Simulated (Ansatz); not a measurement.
Take PbTe in the rock salt structure (space group Fm-3m, No. 225; a = 6.534 Å) as the base. Axes: x, y, z lie along the cube axes.

Computed with r2SCAN (Ansatz, a quantum-chemistry and plane-wave program; PAW; 500 eV plane waves; without spin-orbit coupling).

The change: biaxial strain −1.50 %, plane normal [001], relaxed out of plane (Cartesian); in-plane vectors clamped, the third vector and the atoms free.

**Question.** What does the calculation give for the in-plane stress after the change?

**Answer.** The mean in-plane stress (compression positive) amounts to +2.0 GPa.

Whether these cells are dynamically stable was not tested.
